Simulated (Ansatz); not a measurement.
# WC: response to strain

The parent structure is WC (space group P-6m2, No. 187; a = 2.9225 Å, c = 2.8462 Å; relaxed with 0.1 eV smearing). Axes: x lies along a and z along c of the hexagonal cell.

Strains are applied to the cell and any free atomic positions relax.

The values are results of PBE/PAW in Ansatz (a first-principles code), no spin-orbit coupling, not measurements.

Notes on the quantities. energy relative to the base: free energy F.

| uniaxial strain ε_zz (%) | energy relative to the base (meV/atom) |
|---|---|
| -3 | 29.7 |
| -2.5 | 20.4 |
| -2 | 12.9 |
| -1.5 | 7.2 |
| -1 | ? |
| -0.5 | 0.8 |
| 0 | 0.0 |

Task: Fit ΔE = Aε² + Bε³ (ε in %) to the rows shown and predict the withheld row.

Result: Least squares on the printed values gives A = 3.09 and B = -0.071 meV/atom (largest residual 0.0 meV/atom); this predicts 3.2 meV/atom, and the run gives 3.2 meV/atom, in agreement.

Whether these cells are dynamically stable was not tested. The final runs are not spin-polarised.
